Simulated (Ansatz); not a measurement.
The starting structures come from a database of crystals and need not be the phases stable at ambient conditions.

```xyz
2
Lattice="4.1987 0.0000 0.0000 0.0000 4.1987 0.0000 2.0994 2.0994 2.9689" Properties=species:S:1:pos:R:3 pbc="T T T"
Mg     0.0000     0.0000     0.0000
Se     4.1987     2.0994     1.4845
```

Space group of this cell: F-43m, zinc blende. The cell is taken as given.

Transport runs along the normal of the first two printed cell vectors, the (001) plane of the conventional cell.

The gap is the functional's own, uncorrected, and κ follows it; spin-orbit coupling is left out. Mid-gap values are interpolated between the computed energies.

Task: Estimate the band gap and the smallest decay constant κ at mid-gap that Ansatz (a program for electronic structure) with r2SCAN returns for this system.

Result: Gap 3.36 eV on a 10×10×10 mesh; κ = 0.226 1/Å, at the zone centre.
